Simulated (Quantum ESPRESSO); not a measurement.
**What a tighter setting buys: ecutwfc, La2InSi2 (Pbam, 20 atoms in the cell)**

Cell: a = 7.7172 Å, b = 14.9365 Å, c = 4.4388 Å, α = 90.00°, β = 90.00°, γ = 90.00°.

Method of the run: PBEsol, GBRV 1.5 ultrasoft (PBESOL) pseudopotentials (plane waves; Quantum ESPRESSO 7.5).

Base settings: ecutwfc = 40 Ry; ecutrho = 200 Ry; occupations = smearing; smearing = marzari-vanderbilt; degauss = 0.0073499 Ry; potentials = {La: la_pbesol_v1.uspp.F.UPF, In: in_pbesol_v1.4.uspp.F.UPF, Si: si_pbesol_v1.uspp.F.UPF}; K_POINTS = automatic 3 2 4 0 0 0; conv_thr = 1e-10 Ry; mixing_beta = 0.7.

Misses are taken against the tightest run, 60 Ry (ecutrho: 200 Ry → 300 Ry), which need not be fully converged itself. The energy is the free energy per atom.

The count of work is k-points × plane waves × bands × iterations; it is no time, and leaves out set-up, grids and terms that scale otherwise. Core times come from one kind of shared machine and are given to one figure; runs under 30 s give none.

The starting cell comes from a database of computed structures (which also holds hypothetical and non-ambient phases and stackings), without a prior relaxation at this level. Without a gap this mesh is coarse (it stands for a supercell whose shortest vector is 18 Å).

| ecutwfc | energy less reference (meV/atom) | pressure less reference (GPa) | largest difference in the force on any atom (eV/Å) | count of work / reference | core time / reference (rough) |
|---|---|---|---|---|---|
| 16 Ry (ecutrho: 200 Ry → 80 Ry) | 8796.99 | -191.82 | 0.220 | 0.15 | 0.1 |
| 20 Ry (ecutrho: 200 Ry → 100 Ry) | 2297.80 | -67.04 | 0.049 | 0.21 | 0.2 |
| 24 Ry (ecutrho: 200 Ry → 120 Ry) | 518.98 | -20.76 | 0.010 | 0.25 | 0.2 |
| 28 Ry (ecutrho: 200 Ry → 140 Ry) | 90.27 | -4.70 | 0.002 | 0.32 | 0.3 |
| 32 Ry (ecutrho: 200 Ry → 160 Ry) | 20.10 | -0.36 | 0.001 | 0.39 | 0.4 |
| 36 Ry (ecutrho: 200 Ry → 180 Ry) | 15.99 | 0.14 | 0.001 | 0.47 | 0.4 |
| 40 Ry | 12.54 | -0.07 | 0.000 | 0.55 | 0.5 |
| 46 Ry (ecutrho: 200 Ry → 230 Ry) | 4.36 | 0.00 | 0.000 | 0.67 | 0.8 |
| 52 Ry (ecutrho: 200 Ry → 260 Ry) | 2.16 | 0.16 | 0.000 | 0.81 | 0.8 |
| 60 Ry (ecutrho: 200 Ry → 300 Ry) | 0.00 | 0.00 | 0.000 | 1.0 | 1 |

Coarsest setting among those run that, with all tighter ones, holds the energy within 10 meV/atom of the reference: 46 Ry (ecutrho: 200 Ry → 230 Ry), off by 4.4 meV/atom; its saving against the reference is no more than about a factor of 2 in the count of work.

The step from 20 Ry (ecutrho: 200 Ry → 100 Ry) to 36 Ry (ecutrho: 200 Ry → 180 Ry): it takes the miss in the energy from 2300 to 16 meV/atom, for 2.3 times the count of work and roughly 2 times the time.
